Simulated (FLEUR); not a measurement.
# Tetragonal strain at fixed volume: zinc-blende BeTe (space group 216) (FLEUR, LDA)

```
CELL_PARAMETERS angstrom
      0.00000     2.70820     2.92191
      2.70820     0.00000     2.92191
      2.70820     2.70820     0.00000
ATOMIC_POSITIONS crystal
  Be 0.00000 0.00000 0.00000
  Te 0.75000 0.75000 0.75000
```

Level of theory: LDA (Vosko-Wilk-Nusair), all-electron FLAPW (FLEUR), scalar-relativistic valence (FLEUR). Settings: Kmax = 4.56 1/bohr; GmaxXC = 16 1/bohr; xcFunctional = vwn; jspins = 1; l_soc = F; mode = hist; fermiSmearingEnergy = 0.00036749 Htr; mesh (inpgen div1-3) = 12 12 12; inpgen gamma flag = true; Gmax = 16 1/bohr; numbands = 0; maxIterBroyd = 40; imix = Anderson; alpha = 0.05; precondParam = 0; minDistance = 1e-05 me/bohr^3. The cell above is the first row's. The rows deform the cubic crystal at fixed volume: two cube axes by 1 + δ, the third by (1 + δ)⁻². E is the free energy at the stated smearing above the cubic cell, and y = E/δ². In all rows fractional positions and the k mesh are held.

```
δ (%)  y (meV/atom per %²)
-----  -------------------
-2.5                 2.836
-2.0                 2.773
-1.5                 2.711
-1.0                 2.650
1.0                  2.409
1.5                  2.351
2.0                  2.294
2.5                      ?
```

The 7 complete rows are fitted with a straight line, y against δ. Means: δ -0.35714, y 2.5749. About the means, the sum of products is -2.3919 and the sum of squares of δ is 19.857; the slope is their ratio. Least squares gives y = 2.5318 - 0.12045·δ. Residuals (row less fit): 0.0031, 0.0003, -0.0015, -0.0023, -0.0024, -0.0001, 0.0031; standard error 0.0025 (degrees of freedom: 5). To second order E = 3(C11 - C12)·V·δ², so the intercept gives, with V = 21.430 Å^3/atom and δ in per cent, C11 - C12 = 2.5318 × 10⁴ × 0.160218 / (3 × 21.430) = 63 GPa. The slope measures the third-order term; a fourth-order term enters the intercept as a small bias.

### Question
Predict the withheld y at δ = 2.5 from the fit, and compare with the calculation.

### Answer
y = 2.5318 - 0.12045 × 2.5 = 2.2307 meV/atom per %². The calculation gives 2.239 meV/atom per %², 0.0083 meV/atom per %² above the prediction (1.4 % of the range of y in the table). The row lies outside the fitted rows, so this is an extrapolation. From the scatter of the fitted rows alone, a prediction at this place has a standard error of 0.0032 meV/atom per %², so the miss is 2.6 times that.

Carrying the step between the two nearest rows on in a straight line would have given 2.237, off by 0.002; series whose last step already gives the withheld value aren't shown. The reference cell has the volume at which an earlier scan in this program and functional put its minimum by a fit (its basis settings may differ). The runs keep the symmetry of the cell, so they don't test it for distortions. Values depend on the basis (sphere radii, cutoffs, local orbitals), which need not be converged. Spin-orbit coupling is off. Cutoffs and mesh are single choices, not tested for convergence of this quantity. Series with a scatter that would blur these digits, or in which a gap closes, are not shown. Strain series were run only where this level's volume lies within 10 % of a first guess from the measured size.
